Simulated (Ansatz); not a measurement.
# Hypothetical NiAs type PtS: biaxial strain +0.89 %, plane normal [001], relaxed out of plane

Base system: PtS in the NiAs type structure (space group P6_3/mmc, No. 194; a = 3.704 Å, c = 5.580 Å; a hypothetical phase, not in the database extracts checked; relaxed with 0.1 eV smearing). Axes: x lies along a and z along c of the hexagonal cell.

The change: biaxial strain +0.89 %, plane normal [001], relaxed out of plane (Cartesian); in-plane vectors clamped, the third vector and the atoms free.

Level of theory: r2SCAN/PAW in Ansatz (a first-principles code), no spin-orbit coupling. Settings: 18×18×11 k-points, 0.1 eV Fermi–Dirac smearing.

The volume per atom grows by 0.13 Å³ (16.58 Å³ → 16.71 Å³) and the shortest interatomic distance rises by 0.016 bohr, from 4.825 bohr to 4.841 bohr. The pressure (mean of the normal stresses, compression positive) goes from zero to -0.9 GPa and the band gap is still zero. The out-of-plane strain is -0.98 % and the mean in-plane stress (compression positive) amounts to -1.4 GPa.

Stability against distortions was not tested. The final runs are not spin-polarised.
